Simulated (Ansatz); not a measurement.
## Sc2Ge2O7 (Fd-3m, No. 227, 22 atoms in the cell; start mp-757450)

All values below come from HSE06 (Ansatz, an electronic-structure program, plane waves, PAW).

Numerical settings: plane-wave cutoff 460 eV, 4×4×4 k mesh, Fermi–Dirac smearing 0.01 eV, scalar-relativistic PAW data made under PBE.

Cell (relaxed with PBEsol):

```
CELL_PARAMETERS angstrom
      0.00000     4.80295     4.80295
      4.80295     0.00000     4.80295
      4.80295     4.80295     0.00000
ATOMIC_POSITIONS crystal
  Sc 0.62500 0.62500 0.62500
  Sc 0.12500 0.62500 0.62500
  Sc 0.62500 0.62500 0.12500
  Sc 0.62500 0.12500 0.62500
  Ge 0.12500 0.62500 0.12500
  Ge 0.12500 0.12500 0.12500
  Ge 0.62500 0.12500 0.12500
  Ge 0.12500 0.12500 0.62500
  O  0.75000 0.75000 0.75000
  O  0.50000 0.50000 0.50000
  O  0.20851 0.79149 0.79149
  O  0.04149 0.45851 0.04149
  O  0.79149 0.20851 0.20851
  O  0.45851 0.04149 0.45851
  O  0.79149 0.20851 0.79149
  O  0.04149 0.04149 0.45851
  O  0.20851 0.79149 0.20851
  O  0.45851 0.45851 0.04149
  O  0.79149 0.79149 0.20851
  O  0.45851 0.04149 0.04149
  O  0.20851 0.20851 0.79149
  O  0.04149 0.45851 0.45851
```

```yaml
band_gap: 5.66 eV (indirect)
smallest_direct_gap_on_the_k_points_sampled: 5.76 eV
"Γ–Γ gap": 5.82 eV
```

Note: cell and atoms aren't relaxed at this level (largest force component 0.30 eV/Å, pressure -1.5 GPa).

Spin–orbit coupling is not included.

Static lattice: no zero-point or thermal effects.

The result took very roughly 14 core-minutes.

A start named mp-… is a Materials Project structure, which need not be a measured phase.
